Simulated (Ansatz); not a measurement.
Ge2Sb2Te5 (Cm, No. 8, 9 atoms in the cell; start mp-1224407), treated with LDA (Ansatz, a program for electronic structure, plane waves, PAW).

Numerical settings: plane-wave cutoff 520 eV, 8×8×6 k mesh (along the axes of the cell as run), Fermi–Dirac smearing 0.01 eV, scalar-relativistic PAW data made under PBE.

Cell (relaxed at this level):

```xyz
9
Lattice="6.6676 -2.9772 -0.0329 6.6676 2.9772 -0.0329 -6.6926 0.0000 6.6599" Properties=species:S:1:pos:R:3 pbc="T T T"
Ge     6.5524     0.0000     0.0061
Ge     2.4465     0.0000     1.2869
Sb    -1.3792     0.0000     2.8293
Sb     8.0324     0.0000     3.8175
Te     1.4638     0.0000     3.9859
Te    -2.6207     0.0000     5.4230
Te     0.0363     0.0000    -0.0098
Te     9.3792     0.0000     1.1808
Te     5.3482     0.0000     2.5404
```

Question: What does this level give for the band gap and direct gap at Γ?

Answer: 
* **band gap**: 0.10 eV (on the SCF k mesh)
* **direct gap at Γ**: 1.42 eV

Note: the relaxation could not lower the start's symmetry, so the cell can be a saddle point above a distorted one.

Spin–orbit coupling is not included; it can close the smallest gap of 0.10 eV.

Computed values are for the static lattice.

Computing time: around 110 core-minutes (rough).

A start named mp-… is a Materials Project structure, which need not be a measured phase.
